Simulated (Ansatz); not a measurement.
Reference: V₃Os (Fm-3m), PBEsol, DFPT electron-phonon coupling, linearised Boltzmann equation (plane waves, PAW, scalar-relativistic; Ansatz, a first-principles code); geometry: relaxed with this functional, without spin-orbit coupling.

```cif
data_Os4V12
_chemical_formula_sum 'V12 Os4'
_space_group_name_H-M_alt 'Fm-3m'
_space_group_IT_number 225
_space_group_name_Hall '-F 4 2 3'
_cell_length_a 5.92772
_cell_length_b 5.92772
_cell_length_c 5.92772
_cell_angle_alpha 90.000
_cell_angle_beta 90.000
_cell_angle_gamma 90.000
loop_
_atom_site_label
_atom_site_type_symbol
_atom_site_symmetry_multiplicity
_atom_site_Wyckoff_symbol
_atom_site_fract_x
_atom_site_fract_y
_atom_site_fract_z
_atom_site_occupancy
V1 V 8 c 0.25000 0.25000 0.25000 1
V2 V 4 b 0.50000 0.50000 0.50000 1
Os1 Os 4 a 0.00000 0.00000 0.00000 1
```
(The calculation used a cell of 4 atoms; values per cell refer to that cell.)

- resistivity at 300 K = 6.2 μΩ·cm
- mean free path at 300 K = 15.7 nm
- electron-phonon coupling λ = 0.198
- logarithmic mean phonon energy = 27 meV

Q: Replace Os by Mo on the same sites and relax. What happens?

A: V$_{3}$Mo (Fm-3m): volume per atom 13.0 to 13.5 Å³; resistivity at 300 K rises (6.2 μΩ·cm to 14.1 μΩ·cm); mean free path at 300 K falls (15.7 nm to 3.4 nm); electron-phonon coupling λ rises (0.198 to 0.85); logarithmic mean phonon energy falls (27 meV to 18.3 meV).

Moves up to 8 % count as about the same. Metals; harmonic phonons alone scatter; means over directions. The mean free path is weighted by the current that each state carries. Halving the electron mesh moves these values by up to 5 %; q meshes are mostly untested. Spin-orbit coupling is left out.

Computed structure with no diffraction record at hand here (it may be known, metastable or hypothetical): V3Mo (Fm-3m), V3Os (Fm-3m). Treated as nonmagnetic (a ferromagnetic start lost its moment, other orders weren't tried): V3Mo (Fm-3m), V3Os (Fm-3m). The missing spin-orbit coupling matters most for V3Os (Fm-3m).
